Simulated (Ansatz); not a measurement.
# Sr3AsN (Pm-3m): band-edge transport data

Consider the following.

```
CELL_PARAMETERS angstrom
      5.04132     0.00000     0.00000
      0.00000     5.04132     0.00000
      0.00000     0.00000     5.04132
ATOMIC_POSITIONS crystal
  Sr 0.00000 0.50000 0.50000
  Sr 0.50000 0.00000 0.50000
  Sr 0.50000 0.50000 0.00000
  As 0.00000 0.00000 0.00000
  N  0.50000 0.50000 0.50000
```

Level of theory: PBEsol with spin-orbit coupling, rigid bands (plane waves, PAW; Ansatz, a program for electronic structure). Condition of this run: spin-orbit coupling switched on. Geometry: cell and atoms relaxed with PBEsol.

```json
{
  "band_gap": "0.36 eV",
  "electron conductivity mass (300 K, dilute)": "0.34 mₑ",
  "hole conductivity mass (300 K, dilute)": "0.45 mₑ",
  "effective density of states N_c (300 K)": "1.0e19 cm⁻³",
  "effective density of states N_v (300 K)": "1.2e19 cm⁻³",
  "density_of_states_mass_electrons": "0.56 mₑ",
  "density_of_states_mass_holes": "0.62 mₑ",
  "Seebeck coefficient, n-type 1e19 cm⁻³, 300 K": "-232 μV/K",
  "best n-type power factor at 300 K for τ = 10 fs (best axis; densities from 1e16 to 1e21 cm⁻³ tried, whether or not they can be reached)": "5.7 μW/(cm·K²) at 1e20 cm⁻³",
  "Seebeck coefficient, p-type 1e19 cm⁻³, 300 K": "261 μV/K",
  "best p-type power factor at 300 K for τ = 10 fs (best axis; densities from 1e16 to 1e21 cm⁻³ tried, whether or not they can be reached)": "6.3 μW/(cm·K²) at 1e20 cm⁻³"
}
```

Rigid bands; masses and Seebeck coefficients take one relaxation time τ for all states and one kind of carrier; polarons and phonon drag are left out.

Computed structure with no diffraction record at hand here (it may be known, metastable or hypothetical): Sr3AsN (Pm-3m).
